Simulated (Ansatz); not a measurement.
Base system: Ca$_{3}$GeO (space group Imma, No. 74; a = 6.600 Å, b = 9.334 Å, c = 6.623 Å; a cell from a computed database, its experimental status unchecked).

Method: PBEsol, PAW, 420 eV (Ansatz, a first-principles code; no spin-orbit coupling).

Before the change:

| Item | Value |
|---|---|
| Density | 3.40 g/cm³ |
| Shortest interatomic distance | 2.344 Å |
| Band gap | zero |

Modification: cell and atoms relaxed at a pressure of 5 GPa.

Task: Estimate the effect on the density, shortest interatomic distance and band gap.

Result: The density rises by 0.24 g/cm³ (3.40 g/cm³ → 3.64 g/cm³); the shortest interatomic distance falls by 0.055 Å, from 2.344 Å to 2.289 Å; the band gap stays zero.

Load acts through the strain it causes; cell and atoms are relaxed under it. No phonon test of stability was made. Competing high-pressure phases were not computed. All final runs are without spin polarisation. Gaps under 0.05 eV, about the width of the smearing, are given as zero. The zero or small gap of Ca3GeO can change with the level of theory.
